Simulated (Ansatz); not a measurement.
## Effective masses and thermopower of RbBr (Fm-3m)

```yaml
crystal:
  lattice:
    - [0.00000, 3.42149, 3.42149]
    - [3.42149, 0.00000, 3.42149]
    - [3.42149, 3.42149, 0.00000]
  atoms:
    - { symbol: Rb, position: [0.00000, 0.00000, 0.00000] }
    - { symbol: Br, position: [0.50000, 0.50000, 0.50000] }
```

Calculation: PBEsol, rigid bands (plane waves, PAW, scalar-relativistic; Ansatz, a quantum-chemistry and plane-wave program). How the cell was made: cell and atoms relaxed with PBEsol.

- band gap = 4.23 eV
- electron conductivity mass (300 K, dilute) = 0.37 mₑ
- effective density of states N_c (300 K) = 5.8e18 cm⁻³
- density-of-states mass, electrons = 0.38 mₑ
- Seebeck coefficient, n-type 1e19 cm⁻³, 300 K = -178 μV/K
- best n-type power factor at 300 K for τ = 10 fs (best axis; densities from 1e16 to 1e21 cm⁻³ tried, whether or not they can be reached) = 2.5 μW/(cm·K²) at 3e19 cm⁻³

Rigid bands; masses and Seebeck coefficients take one relaxation time τ for all states and one kind of carrier; polarons and phonon drag are left out. Spin-orbit coupling is left out.

Formula and space group known from diffraction (Crystallography Open Database), not checked to be the room-temperature form: RbBr (Fm-3m).
